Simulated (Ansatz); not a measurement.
## A computed series for hypothetical P-6m2 GaN: pressure series

Start from GaN (space group P-6m2, No. 187; a hypothetical phase, not in the database extracts checked).

```
GaN
1.0
    2.93978     0.00000     0.00000
   -1.46989     2.54592     0.00000
    0.00000     0.00000     2.65533
Ga N
1 1
Direct
  0.00000   0.00000   0.00000
  0.33333   0.66667   0.50000
```

Cell and atoms are relaxed at each pressure.

Calculations: Ansatz (a program for electronic structure) PBEsol, no spin-orbit coupling.

```json
[
 {"P (GPa)": "-2.00", "V (Å³/atom)": "10.045"},
 {"P (GPa)": "-1.00", "V (Å³/atom)": "9.990"},
 {"P (GPa)": "0.29", "V (Å³/atom)": "9.921"},
 {"P (GPa)": "0.69", "V (Å³/atom)": "9.901"},
 {"P (GPa)": "1.49", "V (Å³/atom)": "9.861"},
 {"P (GPa)": "3.00", "V (Å³/atom)": "9.787"},
 {"P (GPa)": "5.00", "V (Å³/atom)": "9.694"},
 {"P (GPa)": "7.50", "V (Å³/atom)": "9.584"},
 {"P (GPa)": "10.00", "V (Å³/atom)": "9.481"}
]
```

**Question.** Fit a third-order Birch–Murnaghan equation of state.

**Answer.** Least squares on P(V) = (3B₀/2)[(V₀/V)^(7/3) − (V₀/V)^(5/3)]·[1 + (3/4)(B₀′ − 4)((V₀/V)^(2/3) − 1)] gives V₀ = 9.94 Å³/atom, B₀ = 190 GPa and B₀′ = 4.8.

Load acts through the strain it causes; cell and atoms are relaxed under it. No phonon test of stability was made. Competing high-pressure phases were not computed. The final runs are not spin-polarised.
